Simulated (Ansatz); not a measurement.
**Converging the plane-wave cutoff: BaIn2Rh (Cm, 8 atoms in the cell)**

```yaml
crystal:
  lattice:
    - [2.26643, -5.94257, 0.00000]
    - [2.26643, 5.94257, 0.00000]
    - [0.00000, 0.00000, 8.05282]
  atoms:
    - { symbol: Ba, position: [0.04872, 0.95128, 0.25621] }
    - { symbol: Ba, position: [0.95128, 0.04872, 0.75000] }
    - { symbol: In, position: [0.67041, 0.32959, 0.55610] }
    - { symbol: In, position: [0.32959, 0.67041, 0.44390] }
    - { symbol: In, position: [0.32959, 0.67041, 0.05610] }
    - { symbol: In, position: [0.67041, 0.32959, 0.94390] }
    - { symbol: Rh, position: [0.21673, 0.78327, 0.75000] }
    - { symbol: Rh, position: [0.78327, 0.21673, 0.25000] }
```

Method of the run: LDA (PW92), default PAW files made with PBE (plane waves; Ansatz, a first-principles code).

Base settings: basis.ecutwfc = 420 eV; kpoints.mp_grid.grid = 3 3 2; hamiltonian.xc = lda; hamiltonian.pseudopotentials = {kind: paw} (the program's default PAW files); scf.occupations.method = gaussian; scf.occupations.width = 0.1 eV.

The second cell is the first with its lattice scaled by 0.98.

The mesh stays at the base's, so the ladder's end is converged at best in this setting alone.

The first pressure column holds Ansatz's estimate of the finite-basis (Pulay) stress, which hides part of the cutoff error; the other is without it.

Only quantities that move along the ladder and can be compared are tabulated.

The count of work is k-points × plane waves × bands × iterations; it is no time. 

The starting cell comes from a database of computed structures (which also holds hypothetical and non-ambient phases and stackings), without a prior relaxation at this level. Its lattice was rescaled by up to half a per cent. One atom was moved a little off its site on purpose. Spin polarisation is off. In the base run, with a pressure of about -5 GPa the cell is away from its equilibrium volume at this level. Without a gap this mesh is coarse (it stands for a supercell whose shortest vector is 14 Å).

| basis.ecutwfc | free energy less the last step's (meV/atom) | energy of the compressed cell less the first (meV/atom) | pressure (GPa) | pressure without the Pulay estimate (GPa) | largest difference of a force vector from the last step's (eV/Å) | count of work / last |
|---|---|---|---|---|---|---|
| 145 eV | 48614.22 | 19.11 | -9.04 | -951.06 | 0.442 | 0.067 |
| 170 eV | 20231.74 | 410.84 | -15.45 | -495.18 | 1.525 | 0.085 |
| 190 eV | 9911.30 | 51.12 | -8.59 | -281.61 | 0.506 | 0.091 |
| 210 eV | 4717.14 | -52.77 | -5.52 | -155.39 | 0.219 | 0.095 |
| 230 eV | 2142.51 | -45.37 | -4.01 | -83.27 | 0.164 | 0.11 |
| 250 eV | 899.95 | -16.33 | -4.38 | -43.07 | 0.185 | 0.13 |
| 295 eV | 111.81 | -38.95 | -5.37 | -11.86 | 0.006 | 0.16 |
| 335 eV | 12.89 | -37.53 | -5.40 | -6.32 | 0.002 | 0.19 |
| 380 eV | 1.97 | -37.92 | -5.40 | -5.46 | 0.001 | 0.23 |
| 420 eV | 1.13 | -37.97 | -5.40 | -5.42 | 0.000 | 0.27 |
| 460 eV | 0.73 | -38.00 | -5.40 | -5.41 | 0.000 | 0.31 |
| 505 eV | 0.54 | -38.02 | -5.40 | -5.41 | 0.000 | 0.35 |
| 565 eV | 0.36 | -38.02 | -5.40 | -5.41 | 0.000 | 0.42 |
| 630 eV | 0.16 | -38.02 | -5.40 | -5.41 | 0.000 | 0.49 |
| 735 eV | 0.06 | -38.02 | -5.40 | -5.40 | 0.000 | 0.62 |
| 840 eV | 0.03 | -38.02 | -5.40 | -5.40 | 0.000 | 0.76 |
| 1010 eV | 0.00 | -38.02 | -5.40 | -5.40 | 0.000 | 1.0 |

Coarsest basis.ecutwfc that holds the pressure without the Pulay estimate within 0.1 GPa of the last step, with all finer ones: 380 eV, at 0.23 of the last step's count of work; the step before is off by 0.92 GPa.

Coarsest basis.ecutwfc that holds the pressure within 0.5 GPa of the last step, with all finer ones: 295 eV, at 0.16 of the last step's count of work; the step before is off by 1.0 GPa.

Coarsest basis.ecutwfc that holds the forces within 0.005 eV/Å of the last step, with all finer ones: 335 eV, at 0.19 of the last step's count of work; the step before is off by 0.006 eV/Å.

The energy difference between the two cells stays within 1 meV/atom of the last step's from 295 eV on, the total only from 460 eV on: much of the error is common to both cells and cancels.

At the lowest cutoff the pressure without the Pulay estimate lies 946 GPa under the last step's, the usual sign of Pulay stress in an incomplete plane-wave basis.

Keys are those of Ansatz 0.2.
